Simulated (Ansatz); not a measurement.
Start from ZrS2 in the CdI2 type structure (space group P-3m1, No. 164; a = 3.578 Å, c = 5.540 Å; layered, stacked along the Cartesian z axis).

Modification: a free-standing slab of 3 layers (9 atoms, 3 a layer) is cut normal to the stacking axis, with 15 Å of vacuum and the in-plane cell relaxed.

Levels (all Ansatz, a quantum-chemistry and plane-wave program, PAW): PBEsol-D3(BJ) (420 eV, scalar-relativistic without spin-orbit coupling); r2SCAN (500 eV, no SOC); HSE06 (420 eV, no SOC).

One geometry, relaxed with PBEsol-D3(BJ), under each level:

```csv
level,band gap,lowest conduction level above the VBM at special points
PBEsol-D3(BJ),0.76 eV,M 0.76 eV; Γ 1.53 eV; K 2.35 eV
r2SCAN,___,___
HSE06,1.61 eV,M 1.61 eV; Γ 2.47 eV; K 3.37 eV
```

Q: Give the withheld r2SCAN results.

A: 
- r2SCAN, band gap: 1.13 eV
- r2SCAN, lowest conduction level above the VBM at special points: M 1.13 eV; Γ 1.89 eV; K 2.76 eV

Single points use the geometry relaxed with PBEsol-D3(BJ). HSE06 gaps are upper bounds (no full band path). No phonon test of stability was made.
